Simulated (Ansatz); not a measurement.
Start from BeTe in the rock salt structure (space group Fm-3m, No. 225; a hypothetical phase, not in the database extracts checked).

```xyz
2
Lattice="0.0000 2.6509 2.6509 2.6509 0.0000 2.6509 2.6509 2.6509 0.0000" Properties=species:S:1:pos:R:3 pbc="T T T"
Te     0.0000     0.0000     0.0000
Be     2.6509     2.6509     2.6509
```

Method: PBEsol (Ansatz, a program for electronic structure, PAW, scalar-relativistic without spin-orbit coupling).

One change was made to it. Results:

The density increases by 1.94 g/cm³, from 6.09 g/cm³ to 8.03 g/cm³; the band gap remains zero.

Q: Which of these changes matches the shifts?
A) Te → Pd
B) Be → Cd
C) Be → Mg

A: A, Te → Pd. For comparison, the density in the other runs: Be → Mg gives 4.90 g/cm³; Be → Cd gives 7.38 g/cm³.

Spin-orbit coupling, missing from the scalar runs, can matter with Te. Whether these cells are dynamically stable was not tested. As relaxed here, BePd is a hypothetical phase, not in the database extracts checked. For MgTe in this form, whether it has been made was not checked. All final runs are without spin polarisation. This is not the structure that MgTe has at room temperature and ambient pressure. This is not the structure that CdTe has at room temperature and ambient pressure.
